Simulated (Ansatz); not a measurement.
Take CdS in the zinc blende structure (space group F-43m, No. 216) as the base.

```
CdS
1.0
    0.00000     2.93884     2.93884
    2.93884     0.00000     2.93884
    2.93884     2.93884     0.00000
Cd S
1 1
Cartesian
  0.00000   0.00000   0.00000
  1.46942   1.46942   1.46942
```

Cartesian axes are those of the cell as printed.

Level of theory: DFT with r2SCAN, PAW potentials and a 500 eV plane-wave cutoff in Ansatz (a first-principles code), no spin-orbit coupling.

Now apply this change: an isotropic linear strain of +2.00 %, atoms relaxed at fixed cell.

Q: Predict the stress tensor and what it implies for the stiffness.

A: Stress of the strained cell less that of the base (GPa, compression positive):
```
  -3.15    0.00    0.00
   0.00   -3.15    0.00
   0.00    0.00   -3.15
```

Then B = −ΔP/(ΔV/V₀) with ΔV/V₀ = 0.0612 gives secant stiffness values (nonlinear terms included at this strain): B ≈ 51 GPa.

As a check, the harmonic strain energy −½ V₀ Δσ:ε is 15 meV/atom; the computed energy rise is 16 meV/atom.

No phonon test of stability was made.
